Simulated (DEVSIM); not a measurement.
Device: Ni/Al2O3/p-Si capacitor, at 300 K.

| layer (left to right) | material | thickness (nm) | Na (cm⁻³) |
|---|---|---|---|
| 1 | Al2O3 | 5.10 | - |
| 2 | Si | 8000 | 5.2e15 |

Metal gate on the left, work function 5.1 eV. Fixed charge at the semiconductor interface 0 cm⁻² (in units of +e); no interface traps.

The device is made up for the run: typed textbook-type constants, with dimensions and the other settings drawn at random. Values at 300 K.

```
parameter      Al2O3       Si
-------------  -----  -------
gap (eV)         6.8    1.124
affinity (eV)   1.35     4.05
permittivity       9     11.7
Nc (cm⁻³)          -  2.86e19
Nv (cm⁻³)          -   3.1e19
```

Simulated with DEVSIM: 1D Poisson equation in equilibrium, Boltzmann statistics, complete ionisation; no quantum confinement or tunnelling. Metal contacts follow the ideal Schottky-Mott rule: no Fermi-level pinning, no interface dipoles.

Tabulate band edges, carrier densities and field at 0.6 V on the gate.

Energies count from the Fermi level of the right contact; mesh points crowd at the junctions.

| x (μm) | Ec (eV) | Ev (eV) | n (cm⁻³) | p (cm⁻³) | field (V/cm) |
|---|---|---|---|---|---|
| 0.000 | 3.150 | -3.650 | < 1e2 | < 1e2 | 33000 |
| 0.001253 | 3.154 | -3.646 | < 1e2 | < 1e2 | 33000 |
| 0.003038 | 3.160 | -3.640 | < 1e2 | < 1e2 | 33000 |
| 0.004585 | 3.165 | -3.635 | < 1e2 | < 1e2 | 33000 |
| 0.006304 | 0.470 | -0.654 | 3.6e11 | 3.2e8 | 25000 |
| 0.009456 | 0.478 | -0.646 | 2.7e11 | 4.4e8 | 25000 |
| 0.01638 | 0.495 | -0.629 | 1.4e11 | 8.5e8 | 25000 |
| 0.04201 | 0.556 | -0.568 | 1.3e10 | 8.9e9 | 23000 |
| 0.09278 | 0.660 | -0.464 | 2.3e8 | 5.0e11 | 19000 |
| 0.2112 | 0.823 | -0.301 | 420000 | 2.8e14 | 9100 |
| 0.4715 | 0.898 | -0.226 | 23000 | 5.0e15 | 220 |
| 1.435 | 0.899 | -0.225 | 22000 | 5.2e15 | ≈ 0 |
| 3.342 | 0.899 | -0.225 | 22000 | 5.2e15 | ≈ 0 |
| 5.905 | 0.899 | -0.225 | 22000 | 5.2e15 | ≈ 0 |
| 7.319 | 0.899 | -0.225 | 22000 | 5.2e15 | ≈ 0 |
| 7.702 | 0.899 | -0.225 | 22000 | 5.2e15 | ≈ 0 |
| 7.876 | 0.899 | -0.225 | 22000 | 5.2e15 | ≈ 0 |
| 7.950 | 0.899 | -0.225 | 22000 | 5.2e15 | ≈ 0 |
| 7.988 | 0.899 | -0.225 | 22000 | 5.2e15 | ≈ 0 |
| 7.998 | 0.899 | -0.225 | 22000 | 5.2e15 | ≈ 0 |
| 8.003 | 0.899 | -0.225 | 22000 | 5.2e15 | ≈ 0 |
| 8.005 | 0.899 | -0.225 | 22000 | 5.2e15 | ≈ 0 |
